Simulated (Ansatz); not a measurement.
Results of PBE0 in Ansatz (PAW) for NH₄I (P4/nmm, No. 129; cell taken from a computed entry).

Settings: plane-wave cutoff 500 eV, 4×4×6 k mesh (along the axes of the cell as run), gaussian smearing 0.02 eV, scalar-relativistic PAW data made under PBE.

Cell (relaxed with r²SCAN):

```
CELL_PARAMETERS angstrom
      6.15392     0.00000     0.00000
      0.00000     6.15392     0.00000
      0.00000     0.00000     4.41694
ATOMIC_POSITIONS crystal
  H  0.36282 0.50000 0.13445
  H  0.00000 0.86282 0.13445
  H  0.63718 0.50000 0.13445
  H  0.00000 0.13718 0.13445
  H  0.86282 0.00000 0.86555
  H  0.50000 0.63718 0.86555
  H  0.13718 0.00000 0.86555
  H  0.50000 0.36282 0.86555
  I  0.00000 0.50000 0.45284
  I  0.50000 0.00000 0.54716
  N  0.50000 0.50000 0.00000
  N  0.00000 0.00000 0.00000
```

Problem. Estimate the band gap that the calculation returns.

Solution. 
- band gap = 5.36 eV (on the SCF k mesh)

Note: cell and atoms aren't relaxed at this level (largest force component 0.06 eV/Å).

Spin–orbit coupling is not included.

Computed values are for the static lattice.

Ansatz is a program for electronic structure.
